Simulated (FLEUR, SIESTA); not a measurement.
A FLEUR input for a self-consistent single point of ZnS (P6_3mc, 8 atoms in the cell) (DFT, PBE, all-electron FLAPW (FLEUR), scalar-relativistic valence):

Input of the input generator:

```
ZnS
&input film=f /
7.0330405292 0.0000005727 0.0000000000
-3.5165207606 6.0907914778 0.0000000000
0.0000000000 0.0000000000 22.9931197892
1.0
1.0 1.0 1.0

8
30 0.6666666667 0.3333333333 0.7499300000
30 0.3333333333 0.6666666667 0.2499300000
30 0.0000000000 0.0000000000 0.5000000000
30 0.0000000000 0.0000000000 0.0000000000
16 0.6666666667 0.3333333333 0.9377300000
16 0.3333333333 0.6666666667 0.4377300000
16 0.0000000000 0.0000000000 0.6873400000
16 0.0000000000 0.0000000000 0.1873400000

&comp jspins=1 /
&kpt div1=8 div2=8 div3=3 gamma=t /
&end /
```

```xml
<?xml version="1.0" encoding="UTF-8" standalone="no"?>
<fleurInput fleurInputVersion="0.39">
   <comment>
      ZnS                                                                                                 
   </comment>
   <calculationSetup>
      <cutoffs Kmax="4.1" Gmax="12.3" GmaxXC="12.3" numbands="0"/>
      <scfLoop itmax="60" minDistance="0.00001" maxIterBroyd="15" imix="Anderson" alpha="0.05" precondParam="0.0" spinf="2.0"/>
      <coreElectrons ctail="T" frcor="F" kcrel="0" coretail_lmax="0"/>
      <xcFunctional name="pbe" relativisticCorrections="F"/>
      <magnetism jspins="1"/>
      <soc l_soc="F" theta="0.0" phi="0.0" spav="F"/>
      <expertModes spex="0" secvar="F"/>
      <geometryOptimization l_f="T" forcealpha="1.0" forcemix="BFGS" epsdisp="0.00001" epsforce="0.00001"/>
      <ldaU l_linMix="F" mixParam="0.05" spinf="1.0"/>
   </calculationSetup>
   <cell>
      <bzIntegration valenceElectrons="72.0" mode="hist" fermiSmearingEnergy="0.00073499">
         <kPointListSelection listName="default-1"/>
         <!-- k-points included here -->
         <xi:include xmlns:xi="http://www.w3.org/2001/XInclude" href="kpts.xml"> </xi:include>
      </bzIntegration>
      <!-- symmetry operations included here -->
      <xi:include xmlns:xi="http://www.w3.org/2001/XInclude" href="sym.xml"> </xi:include>
      <bulkLattice scale="1.0">
         <bravaisMatrix>
            <row-1>    7.0330405292000000     0.0000005727000000     0.0000000000000000</row-1>
            <row-2>   -3.5165207606000002     6.0907914777999999     0.0000000000000000</row-2>
            <row-3>    0.0000000000000000     0.0000000000000000    22.9931197892000014</row-3>
         </bravaisMatrix>
      </bulkLattice>
   </cell>
   <atomSpecies>
      <species name="Zinc (Zn)" element="Zn" atomicNumber="30">
         <mtSphere radius="2.43" gridPoints="839" logIncrement="0.015"/>
         <atomicCutoffs lmax="10" lnonsphr="8"/>
         <electronConfig flipSpins="F">
            <coreConfig>(1s1/2) (2s1/2) (2p1/2) (2p3/2) (3s1/2) (3p1/2) (3p3/2)</coreConfig>
            <valenceConfig>(4s1/2) (3d3/2) (3d5/2)</valenceConfig>
         </electronConfig>
         <energyParameters s="4" p="4" d="3" f="4"/>
         <lo type="HELO" l="2" n="4" eDeriv="0"/>
      </species>
      <species name="Sulfur (S)" element="S" atomicNumber="16">
         <mtSphere radius="1.59" gridPoints="549" logIncrement="0.021"/>
         <atomicCutoffs lmax="6" lnonsphr="4"/>
         <electronConfig flipSpins="F">
            <coreConfig>(1s1/2) (2s1/2) (2p1/2) (2p3/2)</coreConfig>
            <valenceConfig>(3s1/2) (3p1/2) (3p3/2)</valenceConfig>
            <stateOccupation state="(3p1/2)" spinUp="0.6666666666667" spinDown="0.6666666666667"/>
            <stateOccupation state="(3p3/2)" spinUp="1.3333333333333" spinDown="1.3333333333333"/>
         </electronConfig>
         <energyParameters s="3" p="3" d="3" f="4"/>
      </species>
   </atomSpecies>
   <atomGroups>
      <atomGroup species="Zinc (Zn)">
         <relPos label="                   1">-1.000/3.000 1.000/3.000 -.2500700000</relPos>
         <relPos label="                   2">1.000/3.000 -1.000/3.000 .2499300000</relPos>
         <force calculate="T" relaxXYZ="TTT"/>
      </atomGroup>
      <atomGroup species="Zinc (Zn)">
         <relPos label="                   3">.0000000000 .0000000000 1.000/2.000</relPos>
         <relPos label="                   4">.0000000000 .0000000000 .0000000000</relPos>
         <force calculate="T" relaxXYZ="TTT"/>
      </atomGroup>
      <atomGroup species="Sulfur (S)">
         <relPos label="                   5">-1.000/3.000 1.000/3.000 -.0622700000</relPos>
         <relPos label="                   6">1.000/3.000 -1.000/3.000 .4377300000</relPos>
         <force calculate="T" relaxXYZ="TTT"/>
      </atomGroup>
      <atomGroup species="Sulfur (S)">
         <relPos label="                   7">.0000000000 .0000000000 -.3126600000</relPos>
         <relPos label="                   8">.0000000000 .0000000000 .1873400000</relPos>
         <force calculate="T" relaxXYZ="TTT"/>
      </atomGroup>
   </atomGroups>
   <output dos="F" band="F" slice="F">
      <checks vchk="F" cdinf="F"/>
      <bandDOS minEnergy="-.5*Htr" maxEnergy="0.5*Htr" sigma="0.015" storeEVData="T"/>
      <vacuumDOS vacdos="F" integ="F" star="F" nstars="0" locx1="0.0" locy1="0.0" locx2="0.0" locy2="0.0" nstm="0" tworkf="0.0"/>
      <unfoldingBand unfoldBand="F" supercellX="1" supercellY="1" supercellZ="1"/>
      <plotting iplot="0" polar="F">
         <plot TwoD="T" vec1="  1.0  0.0  0.0" vec2="  0.0  1.0  0.0" vec3="  0.0  0.0  1.0" zero="  0.0  0.0  0.0" file="plot"/>
      </plotting>
      <chargeDensitySlicing numkpt="0" minEigenval="0.0" maxEigenval="0.0" nnne="0" pallst="F"/>
      <specialOutput eonly="F"/>
      <magneticCircularDichroism mcd="F" energyLo="-10.0" energyUp="0.0"/>
   </output>
  <!-- We include the file relax.xml here to enable relaxations (see documentation) -->
  <xi:include xmlns:xi="http://www.w3.org/2001/XInclude" href="relax.xml"> <xi:fallback/> </xi:include>
</fleurInput>
```

Question: Translate this input to SIESTA.

Answer: This is the input that was run; spellings and numerical settings could be chosen otherwise.

```
# files in the folder: Zn.psml S.psml (PseudoDojo PBE standard)
SystemName  ZnS
SystemLabel siesta

NumberOfAtoms                8
NumberOfSpecies              2
%block ChemicalSpeciesLabel
  1 30 Zn
  2 16 S
%endblock ChemicalSpeciesLabel
LatticeConstant              3.721725 Ang
%block LatticeVectors
     1.000000000    0.000000000    0.000000000
    -0.500000134    0.866025297    0.000000000
     0.000000000    0.000000000    3.269299854
%endblock LatticeVectors
AtomicCoordinatesFormat      Bohr
%block AtomicCoordinatesAndAtomicSpecies
     3.516523682    2.030261766   17.243230324  1
    -0.000004146    4.060529624    5.746670429  1
     0.000000000    0.000000000   11.496559895  1
     0.000000000    0.000000000    0.000000000  1
     3.516523682    2.030261766   21.561338220  2
    -0.000004146    4.060529624   10.064778325  2
     0.000000000    0.000000000   15.804090956  2
     0.000000000    0.000000000    4.307531061  2
%endblock AtomicCoordinatesAndAtomicSpecies

XC.functional                GGA
XC.authors                   PBE
PAO.BasisSize                DZP
PAO.EnergyShift              0.01 Ry
MeshCutoff                   350 Ry
%block kgrid.MonkhorstPack
    8   0   0  0.0
    0   8   0  0.0
    0   0   3  0.0
%endblock kgrid.MonkhorstPack
OccupationFunction           FD
ElectronicTemperature        20.0 meV

MaxSCFIterations             150
SCF.Mixer.Method             Broyden
SCF.Mixer.Weight             0.2
SCF.Mixer.History            6
SCF.DM.Tolerance             1.0E-05
Diag.ParallelOverK           true
WriteForces                  true
```

Basis, cutoffs, solver keys and any potentials are the target program's own. This input uses DFT, GGA PBE, numerical atomic orbitals DZP, PseudoDojo PBE standard norm-conserving potentials (rewritten from UPF to PSML).

The starting cell comes from a database of computed structures (which also holds hypothetical and non-ambient phases and stackings), without a prior relaxation at this level. Its lattice was rescaled by a random factor within 2.5 % of one.
